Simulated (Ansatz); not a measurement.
The parent structure is CsPbCl₃ in the cubic perovskite structure (space group Pm-3m, No. 221; a = 5.674 Å).

Method: r2SCAN (Ansatz, a quantum-chemistry and plane-wave program), no spin-orbit coupling.

One change was made to it. Results:

The lattice parameter a decreases by 0.337 Å, from 5.674 Å to 5.337 Å; the band gap falls by 1.04 eV to 1.42 eV.

What was done to the base?
A. pressure 75 GPa
B. pressure 7 GPa
C. pressure −1 GPa
D. pressure 50 GPa

B, pressure 7 GPa. For comparison, the band gap in the other runs: pressure 50 GPa gives zero; pressure 75 GPa gives zero; pressure −1 GPa gives 2.64 eV.

The mesh was chosen for an insulator and is coarse for the gapless case. Spin-orbit coupling, missing from the scalar runs, can matter with Pb. Load acts through the strain it causes; cell and atoms are relaxed under it. Whether these cells are dynamically stable was not tested. No other phases were tried under pressure. All final runs are without spin polarisation. Many cubic perovskites are stable only at high temperature; tilts and polar distortions were not tested. This is not the structure that CsPbCl3 has at room temperature and ambient pressure. The zero or small gap of CsPbCl3 under pressure 50 GPa and CsPbCl3 under pressure 75 GPa can change with the level of theory.
